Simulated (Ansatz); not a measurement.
A relaxed cell of amorphous silicon oxynitride (Si$_{24}$O$_{36}$N$_{8}$) (2.53 g/cm³) is scaled in volume and its atoms relax again. Level of theory: PBE, scalar-relativistic without spin-orbit coupling (plane waves to 420 eV, PAW; Ansatz, a first-principles code). Sampling: the zone centre alone; Fermi-Dirac width 0.02 eV; no spin polarisation.

The cell was made by melting and quenching with the CHGNet potential and then relaxed with DFT. O and N atoms were pushed apart under 1.9 Å during the dynamics, to hinder bonds among them. The hot cell started wider than the set density and was brought back towards it in steps. It is the lowest in DFT energy of 2 quenches. It is a model cell: composition and starting density were chosen by hand, and all elements were melted together. No dispersion term was used. Its density started from a set value of 2.77 and ended at 2.53 g/cm³. Cooling (nominally 150 K/ps over its main leg) ran many orders faster than in experiment, which tends to leave more defects and strain. One small periodic cell is one sample of the glass; other quenches scatter about these values. Volume and shape were free in the relaxation.

Neighbours within Si-Si 2.60 Å, Si-O 1.90 Å, Si-N 2.02 Å, O-O 1.58 Å, O-N 1.64 Å, N-N 1.70 Å count as bonded. Two cations that share two anions don't count as bonded, nor two that share one unless they lie closer than Si-Si 2.38 Å.

Unscaled, the mean coordination (metal atoms count anions alone where O, N, F or Cl are present) is Si 4.00, O 2.00, N 3.00.

Q: Give density, energy change, pressure and coordination after each scaling.

A: 
```csv
volume change,density (g/cm3),energy change (meV/atom),pressure (GPa),coordination Si,coordination O,coordination N
-9 %,2.78,+25,7.1,4.00,2.00,3.00
+6 %,2.39,+10,-4.0,4.00,2.00,3.00
```
